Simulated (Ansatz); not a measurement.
Results of r²SCAN (Ansatz, a program for electronic structure, plane waves, PAW) for WInN₃ (model structure, started from the LiNbO3 type, R3c, No. 161, 10 atoms in the cell).

Numerical settings: plane-wave cutoff 560 eV, 8×8×8 k mesh, Fermi–Dirac smearing 0.01 eV, no spin polarisation, scalar-relativistic PAW data made under PBE.

Cell (relaxed with PBEsol):

```yaml
crystal:
  lattice:
    - [2.68092, 1.54783, 4.80539]
    - [-2.68092, 1.54783, 4.80539]
    - [0.00000, -3.09566, 4.80539]
  atoms:
    - { symbol: In, position: [0.72253, 0.72253, 0.72253] }
    - { symbol: In, position: [0.22253, 0.22253, 0.22253] }
    - { symbol: W, position: [0.99565, 0.99565, 0.99565] }
    - { symbol: W, position: [0.49565, 0.49565, 0.49565] }
    - { symbol: N, position: [0.27451, 0.65712, 0.88310] }
    - { symbol: N, position: [0.65712, 0.88310, 0.27451] }
    - { symbol: N, position: [0.88310, 0.27451, 0.65712] }
    - { symbol: N, position: [0.38310, 0.15712, 0.77451] }
    - { symbol: N, position: [0.77451, 0.38310, 0.15712] }
    - { symbol: N, position: [0.15712, 0.77451, 0.38310] }
```

Q: Give the computed band gap, smallest direct gap on the k points sampled and Γ–Γ gap.

A: 
- band gap = 1.78 eV
- smallest direct gap on the k points sampled = 2.29 eV
- Γ–Γ gap = 2.31 eV

Note: the relaxation could raise the start's symmetry but not lower it, so the cell can be a saddle point; cell and atoms aren't relaxed at this level (largest force component 0.43 eV/Å, pressure 1.2 GPa).

Spin–orbit coupling is not included.

Static lattice: no zero-point or thermal effects.

The result took around 2.1 core-minutes (rough).

A model structure was made by putting elements into a prototype or built by hand; it is no filed structure, need not be a known phase, and can be a saddle point held by its symmetry.
